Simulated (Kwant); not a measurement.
System: wire with a side stub in a Ge (holes) two-dimensional gas. Effective mass 0.06 mₑ, grid spacing 4.2 nm, hard walls, nominal width 100 nm (23 grid rows, so walls 100.8 nm apart), one parabolic valley, scattering region 300 nm long along x; energies count from the band bottom; Fermi energy swept from 0.00050137 to 0.0059538 eV. Closed stub on one side, 71 nm wide and 82 nm deep.

The device is made up for the run: typed textbook-type constants, with dimensions and the other settings drawn at random.

Computed with Kwant: effective-mass tight-binding model on a square grid, one spin, coherent transport at 0 K. Conductance is in e²/h.

**Question.** How many channels do the leads carry at E = 3.57, 3.98 meV?

**Answer.** The hard-wall thresholds are n² ħ²π²/(2mW²) = n² × 0.617 meV with W = 100.8 nm. √(3.57/0.617) = 2.41, so 2. √(3.98/0.617) = 2.54, so 2.
